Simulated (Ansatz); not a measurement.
# CdS under a change: isotropic strain +1.41 %

Start from CdS in the wurtzite structure (space group P6_3mc, No. 186; a = 4.197 Å, c = 6.830 Å).

Perturbation: the cell is scaled by 1.0141 in all directions; the atoms relax in the strained cell.

Calculations: PBE/PAW in Ansatz (a first-principles code), without spin-orbit coupling, earlier PAW set. k-mesh 9×9×5 (Γ-centred); smearing 0.05 eV (Fermi–Dirac).

| quantity | base | changed | shift |
|---|---|---|---|
| volume per atom | 26.04 Å³ | 27.16 Å³ | +1.12 Å³ |
| space group | P6_3mc (No. 186) | P6_3mc (No. 186) | – |
| shortest interatomic distance | 2.566 Å | 2.602 Å | +0.036 Å |
| energy relative to the base (free energy F) | 0 meV/atom | +7.4 meV/atom | +7.4 meV/atom |
| band gap | 1.11 eV | 1.01 eV | -0.10 eV |
| gap character | direct at Γ | direct at Γ | – |
| mean gap deformation potential ΔEg/Δln V | – | -2.4 eV | – |
| width of the top valence band | 1.55 eV | 1.44 eV | -0.11 eV |
| electron mass | 0.12 mₑ along c, 0.13 mₑ across (at Γ) | 0.11 mₑ along c, 0.12 mₑ across (at Γ) | – |
| valence-band top at Γ (three highest levels, from the VBM) | 0.00, 0.00, -0.04 eV | 0.00, 0.00, -0.03 eV | – |

Effective masses come from finite differences of ±0.01 Å⁻¹. No phonon test of stability was made.
